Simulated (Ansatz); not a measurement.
The parent structure is Mg₂Ge in the anti-fluorite structure (space group Fm-3m, No. 225).

```
Mg2Ge
1.0
    0.00000     3.18222     3.18222
    3.18222     0.00000     3.18222
    3.18222     3.18222     0.00000
Mg Ge
2 1
Cartesian
  1.59111   1.59111   1.59111
  4.77332   4.77332   4.77332
  0.00000   0.00000   0.00000
```

Cartesian axes are those of the cell as printed.

Level of theory: DFT with PBEsol, PAW potentials and a 420 eV plane-wave cutoff in Ansatz (a first-principles code), no SOC.

Before the change:

```
Property   Result
--------  -------
Band gap  0.08 eV
```

The change: uniaxial strain ε_zz = +3.00 %, all other strain components held at zero; the atoms relax in the strained cell.

What happens to the energy relative to the base?

The energy increases by 6.5 meV/atom.

How does this affect the band gap?

The band gap becomes zero (base: 0.08 eV).

Stability against distortions was not tested. The final runs are not spin-polarised. Gaps under 0.05 eV, about the width of the smearing, are given as zero. A zero or small gap of Mg2Ge can be the functional's error rather than a property of the material.
